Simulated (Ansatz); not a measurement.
Ta under a change: isotropic strain +0.50 %

The reference is Ta in the bcc (W type) structure (space group Im-3m, No. 229; a = 3.254 Å; relaxed with 0.1 eV smearing).

Perturbation: the cell is scaled by 1.0050 in all directions, atoms relaxed at fixed cell.

The values are results of Ansatz (an electronic-structure program) LDA, scalar-relativistic without spin-orbit coupling, not measurements. k-mesh 28×28×28 (Γ-centred); smearing 0.1 eV (Fermi–Dirac).

```json
[
 {"quantity": "shortest interatomic distance", "base": "2.818 Å", "changed": "2.832 Å", "shift": "+0.014 Å"},
 {"quantity": "energy relative to the base (free energy F)", "base": "0 meV/atom", "changed": "+2.6 meV/atom", "shift": "+2.6 meV/atom"},
 {"quantity": "pressure", "base": "0.0 GPa", "changed": "-3.2 GPa", "shift": "-3.2 GPa"},
 {"quantity": "band gap", "base": "zero", "changed": "zero", "shift": "–"}
]
```

No phonon test of stability was made. All final runs are without spin polarisation.
